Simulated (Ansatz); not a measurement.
These are PBE (plane waves to 420 eV, PAW; Ansatz, a program for electronic structure) values and carry that method's errors.

Electrostatic potential energy of an electron, averaged over planes parallel to the surface, in eV from the Fermi level, for the (111)A surface of zinc-blende CdTe (in the relaxation like top atoms buckled by 1.2 Å), Cd-terminated, ideal Cd-terminated 1x1 (bottom of the slab: 2 H on 4 bottom sites):

(z (Å), V (eV)): (4.24, 4.05); (4.52, 4.05); (4.80, 4.05); (5.08, 4.05); (5.37, 4.05); (5.65, 4.05); (5.93, 4.05); (6.21, 4.05); (6.50, 4.04); (6.78, 4.04); (7.06, 4.02); (7.34, 3.99); (7.63, 3.92); (7.91, 3.75); (8.19, 3.37); (8.47, 2.49); (8.75, 1.48); (9.04, 0.84); (9.32, 0.40); (9.60, -0.26); (9.88, -1.32); (10.17, -2.87); (10.45, -4.19); (10.73, -4.96); (11.01, -4.50); (11.30, -2.53); (11.58, -0.40); (11.86, 1.56); (12.14, 2.50); (12.43, 2.56); (12.71, 1.56); (12.99, -0.42); (13.27, -0.85); (13.56, 0.04); (13.84, -0.97); (14.12, -4.13); (14.40, -5.94); (14.69, -4.92); (14.97, -3.02); (15.25, -1.20); (15.53, 0.77); (15.81, 2.26); (16.10, 2.71); (16.38, 2.32); (16.66, 0.67); (16.94, -0.92); (17.23, -0.51); (17.51, -0.05); (17.79, -2.33); (18.07, -5.30); (18.36, -5.85); (18.64, -4.12); (18.92, -2.33); (19.20, -0.47); (19.49, 1.38); (19.77, 2.32); (20.05, 2.34); (20.33, 1.39); (20.62, -1.05); (20.90, -2.74); (21.18, -2.28); (21.46, -1.99); (21.75, -3.49); (22.03, -4.77); (22.31, -3.56); (22.59, -1.50); (22.88, -0.39); (23.16, 0.59); (23.44, 1.60); (23.72, 2.54); (24.00, 3.05); (24.29, 3.30); (24.57, 3.43); (24.85, 3.51); (25.13, 3.55); (25.42, 3.57); (25.70, 3.58); (25.98, 3.59); (26.26, 3.59); (26.55, 3.59); (26.83, 3.59); (27.11, 3.59)

Slab: 34 atoms, 14.2 Å thick at the start with caps and adatoms; k 3x3x1, smearing 0.025 eV, dipole-corrected; 8 atoms held, the rest relaxed; symmetry of the start imposed; no spin (no spin-polarised run to compare, though such a face may carry moments), no spin-orbit, no U. The slab shows no gap over 0.04 eV on its mesh. It is one candidate, not shown to be the stable structure of the face.

**Question.** The surface cell has an area of 75.91 Å². What dipole along the normal does the step between the two vacuum levels imply?

**Answer.** the top vacuum level lies 0.46 eV below the bottom one; p = −ε₀ A ΔV (ε₀ = 0.005526 e/(V·Å)) gives 0.19 e·Å a cell.
